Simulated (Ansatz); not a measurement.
Start from CdS in the zinc blende structure (space group F-43m, No. 216; a = 5.927 Å).

Perturbation: cell and atoms relaxed at a pressure of 30 GPa.

Levels (all Ansatz, an electronic-structure program, PAW): PBE (420 eV, without spin-orbit coupling); r2SCAN (500 eV, without spin-orbit coupling).

The geometry is relaxed with PBE.

PBE electron mass: 0.16 mₑ (at Γ)
PBE hole mass: 0.17, 0.55, 0.55 mₑ (at Γ)
PBE lowest conduction level above the VBM at special points: Γ 1.59 eV; X 3.04 eV; L 3.23 eV; U 3.96 eV

Question: What does r2SCAN give at this geometry for the electron mass, hole mass and lowest conduction level above the VBM at special points?

Answer: The electron mass changes from 0.16 mₑ (at Γ) to 0.18 mₑ (at Γ); the hole mass (degenerate bands, along [100]) becomes 0.20, 0.55, 0.55 mₑ (at Γ) (PBE: 0.17, 0.55, 0.55 mₑ (at Γ)); the lowest conduction level above the VBM at special points becomes Γ 2.07 eV; X 3.36 eV; L 3.70 eV; U 4.31 eV (PBE: Γ 1.59 eV; X 3.04 eV; L 3.23 eV; U 3.96 eV).

Single points use the geometry relaxed with PBE. Their cutoffs differ, which shifts pressures a little. The levels and masses belong to the bands next to the band gap. Load acts through the strain it causes; cell and atoms are relaxed under it. Masses are band curvatures over ±0.01 Å⁻¹ around the edge. Whether these cells are dynamically stable was not tested. Tetrahedral semiconductors of this kind turn to denser phases somewhere between about 1 and 50 GPa; those were not computed, so compressed cells here can lie past the real transition.
